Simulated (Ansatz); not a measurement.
For L1₂ (Cu3Au-type) Pt3Ti, PBE-D3(BJ) (PAW; Ansatz, an electronic-structure program) gives:

```
Item                                    Result
------------------------------  --------------
lattice parameter a                    3.904 Å
elastic constant C11                   382 GPa
elastic constant C44                   158 GPa
Voigt–Reuss–Hill shear modulus         127 GPa
enthalpy of formation           -0.880 eV/atom
```

Problem. What does r²SCAN in Ansatz (plane waves, PAW) give for the same quantities?

Solution. 
- lattice constant a: 3.921 Å (rises by 0.4 %)
- elastic constant C11: 375 GPa (falls by 1.8 %)
- elastic constant C44: 147 GPa (falls by 7.0 %)
- Voigt–Reuss–Hill shear modulus: 120 GPa (falls by 5.5 %)
- formation enthalpy: -0.918 eV/atom (moves by -0.038 eV/atom)

For comparison: lattice constant a 3.916 Å (measured, temperature not stated, no zero-point or thermal correction; as tabulated in Molecular Dynamics Simulations of PtTi High-Temperature Shape Memory Alloys …).

Changes are worked out from the printed values.

Unless a cell is named, each level is at its own relaxed cell (PBE-D3(BJ) 14.88, r²SCAN 15.07 Å³/atom).

Levels without +SOC leave out spin–orbit coupling, which shifts energies and cells of such heavy elements.

The crystal itself was run without spin with PBE-D3(BJ), r²SCAN; a magnetic state was not tried in these runs.

Caveats: the dispersion coefficients are held fixed in the derivatives (PBE-D3(BJ)). Ansatz's density-functional and Hartree–Fock values are scalar-relativistic unless marked +SOC, with PAW data made under PBE.
